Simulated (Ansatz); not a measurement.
For V2AlC (P6₃/mmc, No. 194, 8 atoms in the cell; start mp-1025497), PBE (Ansatz, a first-principles code, PAW) gives:

| Item | Value |
|---|---|
| equilibrium lattice constant a | 2.905 Å |
| c axis length | 13.134 Å |

### Question
What does PBE-D3(BJ) in Ansatz (plane waves, PAW) give for the same quantities?

### Answer

- lattice constant a: 2.869 Å (shrinks by 1.2 %)
- lattice parameter c: 12.985 Å (drops by 1.1 %)

Changes are worked out from the printed values.

Unless a cell is named, each level is at its own relaxed cell (PBE 12.00, PBE-D3(BJ) 11.57 Å³/atom).

The crystal itself was run without spin with PBE, PBE-D3(BJ); a magnetic state was not tried in these runs.

Caveats: the relaxation could not lower the start's symmetry, so the cell can be a saddle point above a distorted one (PBE, PBE-D3(BJ)). Ansatz's density-functional and Hartree–Fock values are scalar-relativistic unless marked +SOC, with PAW data made under PBE.

A start named mp-… is a Materials Project structure, which need not be a measured phase.
